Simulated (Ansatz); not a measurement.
# What biaxial strain −2.40 %, plane normal [001], relaxed out of plane does to AlN

Consider AlN in the wurtzite structure (space group P6_3mc, No. 186; a = 3.114 Å, c = 4.983 Å). Axes: x lies along a and z along c of the hexagonal cell.

It is then changed as follows: biaxial strain −2.40 %, plane normal [001], relaxed out of plane (Cartesian); in-plane vectors clamped, the third vector and the atoms free.

Calculations: Ansatz (a first-principles code), PBEsol, PAW, cutoff 420 eV, no SOC. Γ-centred 12×12×7 mesh, Fermi–Dirac width 0.05 eV.

```csv
quantity,base,changed,shift
volume per atom,10.46 Å³,10.10 Å³,-0.36 Å³
space group,P6_3mc (No. 186),P6_3mc (No. 186),–
"pressure (mean of the normal stresses, compression positive)",0.1 kbar,79.3 kbar,+79.2 kbar
band gap,4.09 eV,4.45 eV,+0.36 eV
gap character,direct at Γ,direct at Γ,–
width of the top valence band,2.41 eV,2.37 eV,-0.04 eV
electron mass,–,"0.28 mₑ out of plane, 0.32 mₑ in plane (at Γ)",–
"valence-band top at Γ (three highest levels, from the VBM)","0.00, -0.22, -0.22 eV","0.00, 0.00, -0.13 eV",–
out-of-plane strain,–,+1.37 %,–
ratio −ε⊥/ε∥,–,0.57,–
```

Effective masses come from finite differences of ±0.01 Å⁻¹. Whether these cells are dynamically stable was not tested.
